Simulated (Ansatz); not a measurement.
System: AlN (P6₃/mmc, No. 194, 4 atoms in the cell; start mp-13178; a measured phase of this formula has another space group). Method: r²SCAN (plane waves, PAW; Ansatz, a first-principles code).

Numerical settings: plane-wave cutoff 560 eV, 12×12×8 k mesh (along the axes of the cell as run), Fermi–Dirac smearing 0.01 eV, scalar-relativistic PAW data made under PBE.

Cell (relaxed with PBEsol):

```
AlN
1.0
    3.30158     0.00000     0.00000
   -1.65079     2.85925     0.00000
    0.00000     0.00000     4.14122
Al N
2 2
Direct
  0.33333   0.66667   0.75000
  0.66667   0.33333   0.25000
  0.33333   0.66667   0.25000
  0.66667   0.33333   0.75000
```

Question: Predict the band gap.

Answer: 
- band gap: 3.98 eV (direct)

Note: cell and atoms aren't relaxed at this level (pressure -1.5 GPa).

Computed values are for the static lattice.

It cost about 13 core-seconds (a rough figure) of CPU time.

A start named mp-… is a Materials Project structure, which need not be a measured phase.
